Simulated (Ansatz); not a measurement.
Response to strain in BeSe

Consider BeSe in the zinc blende structure (space group F-43m, No. 216; a = 5.178 Å).

Strains are applied to the cell and any free atomic positions relax.

Computed with PBE, PAW, 420 eV (Ansatz, a quantum-chemistry and plane-wave program; spin-orbit coupling left out).

```
isotropic strain (%)  band gap (eV)
--------------------  -------------
-2.5                           2.50
-1                             2.61
-0.5                           2.64
0                              2.67
0.5                            2.70
1                                 ?
2                              2.79
2.5                            2.82
3                              2.84
```

**Question.** Fit E_g = E₀ + Dε (ε in %) to the rows shown and predict the withheld row.

**Answer.** Least squares on the printed values gives E₀ = 2.67 eV, D = 61.4 meV per % of strain (largest residual 0.01 eV); this predicts 2.73 eV, and the run gives 2.73 eV, in agreement.

Whether these cells are dynamically stable was not tested.
